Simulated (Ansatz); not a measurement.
Effective masses and thermopower of ZnO (P6_3mc)

Input:

```
CELL_PARAMETERS angstrom
      3.22997     0.00000     0.00000
     -1.61498     2.79723     0.00000
      0.00000     0.00000     5.21435
ATOMIC_POSITIONS crystal
  Zn 0.66667 0.33333 0.50068
  Zn 0.33333 0.66667 0.00068
  O  0.66667 0.33333 0.87963
  O  0.33333 0.66667 0.37963
```

Computed with PBEsol with spin-orbit coupling, rigid bands (plane waves, PAW; Ansatz, an electronic-structure program). How the cell was made: cell and atoms relaxed with PBEsol.

* **band gap**: 0.69 eV
* **electron conductivity mass (300 K, dilute)**: 0.153 mₑ
* **hole conductivity mass (300 K, dilute)**: 1.85 (x), 1.85 (y), 2.8 (z) mₑ
* **effective density of states N_c (300 K)**: 1.4e18 cm⁻³
* **effective density of states N_v (300 K)**: 7.5e19 cm⁻³
* **density-of-states mass, electrons**: 0.147 mₑ
* **density-of-states mass, holes**: 2.1 mₑ
* **Seebeck coefficient, n-type 1e19 cm⁻³, 300 K**: -92 μV/K
* **best n-type power factor at 300 K for τ = 10 fs (best axis; densities from 1e16 to 1e21 cm⁻³ tried, whether or not they can be reached)**: 1.41 μW/(cm·K²) at 3e18 cm⁻³
* **Seebeck coefficient, p-type 1e19 cm⁻³, 300 K**: 434 μV/K

Rigid bands; masses and Seebeck coefficients take one relaxation time τ for all states and one kind of carrier; polarons and phonon drag are left out.
